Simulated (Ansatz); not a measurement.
**GaN (P6_3mc): band-edge transport data**

Here is the system:

```
CELL_PARAMETERS angstrom
      3.15379     0.00000     0.00000
     -1.57690     2.73127     0.00000
      0.00000     0.00000     5.20833
ATOMIC_POSITIONS crystal
  Ga 0.33333 0.66667 0.00036
  Ga 0.66667 0.33333 0.50036
  N  0.33333 0.66667 0.37464
  N  0.66667 0.33333 0.87464
```

The numbers are results of PBE with spin-orbit coupling, rigid bands (plane waves, PAW; Ansatz, an electronic-structure program), not measurements. Condition of this run: biaxial stress in the c plane of 4 GPa (compression positive) (the target of the relaxation). Geometry: cell and atoms relaxed with PBEsol, then loaded as said.

```json
{
  "band_gap": "1.97 eV",
  "electron conductivity mass (300 K, dilute)": "0.197 (x), 0.197 (y), 0.171 (z) mₑ",
  "hole conductivity mass (300 K, dilute)": "1.22 (x), 1.22 (y), 2.0 (z) mₑ",
  "effective density of states N_c (300 K)": "2.0e18 cm⁻³",
  "effective density of states N_v (300 K)": "7.8e19 cm⁻³",
  "density_of_states_mass_electrons": "0.184 mₑ",
  "density_of_states_mass_holes": "2.1 mₑ",
  "Seebeck coefficient, n-type 1e19 cm⁻³, 300 K": "-108 μV/K",
  "best n-type power factor at 300 K for τ = 10 fs (best axis; densities from 1e16 to 1e21 cm⁻³ tried, whether or not they can be reached)": "1.85 μW/(cm·K²) at 1e19 cm⁻³",
  "Seebeck coefficient, p-type 1e19 cm⁻³, 300 K": "401 μV/K"
}
```

Rigid bands; masses and Seebeck coefficients take one relaxation time τ for all states and one kind of carrier; polarons and phonon drag are left out. Geometry: cell and atoms relaxed with PBEsol.
